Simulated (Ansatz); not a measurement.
We consider TlGaSe2 (C2/c, No. 15), described by LDA (plane waves, PAW; Ansatz, a quantum-chemistry and plane-wave program).

Numerical settings: plane-wave cutoff 520 eV, 6×6×4 k mesh (along the axes of the cell as run), Fermi–Dirac smearing 0.01 eV, scalar-relativistic PAW data made under PBE.

Cell (measured lattice):

```
GaTlSe2
1.0
    5.38950    -5.38800     0.00000
    5.38950     5.38800     0.00000
   -2.71797     0.00000    15.42538
Tl Ga Se
8 8 16
Direct
  0.15380   0.77560   0.11400
  0.22440   0.84620   0.38600
  0.84620   0.22440   0.88600
  0.77560   0.15380   0.61400
  0.22210   0.34670   0.38640
  0.65330   0.77790   0.11360
  0.77790   0.65330   0.61360
  0.34670   0.22210   0.88640
  0.90900   0.29100   0.16200
  0.70900   0.09100   0.33800
  0.09100   0.70900   0.83800
  0.29100   0.90900   0.66200
  0.70700   0.58300   0.33900
  0.41700   0.29300   0.16100
  0.29300   0.41700   0.66100
  0.58300   0.70700   0.83900
  0.94600   0.05400   0.25000
  0.05400   0.94600   0.75000
  0.42600   0.57400   0.25000
  0.57400   0.42600   0.75000
  0.14500   0.26900   0.07100
  0.73100   0.85500   0.42900
  0.85500   0.73100   0.92900
  0.26900   0.14500   0.57100
  0.95200   0.57200   0.25200
  0.42800   0.04800   0.24800
  0.04800   0.42800   0.74800
  0.57200   0.95200   0.75200
  0.73600   0.36000   0.43800
  0.64000   0.26400   0.06200
  0.26400   0.64000   0.56200
  0.36000   0.73600   0.93800
```

Task: What does this level give for the band gap?

Result: 
* **band gap**: 1.09 eV

Note: cell and atoms aren't relaxed at this level (largest force component 0.35 eV/Å, pressure -2.2 GPa).

Spin–orbit coupling is not included; with these elements it can move the gap by several tenths of an eV or more.

The computed numbers hold no vibrational or temperature effects.

Cost on a shared machine: around 12 core-minutes (rough).
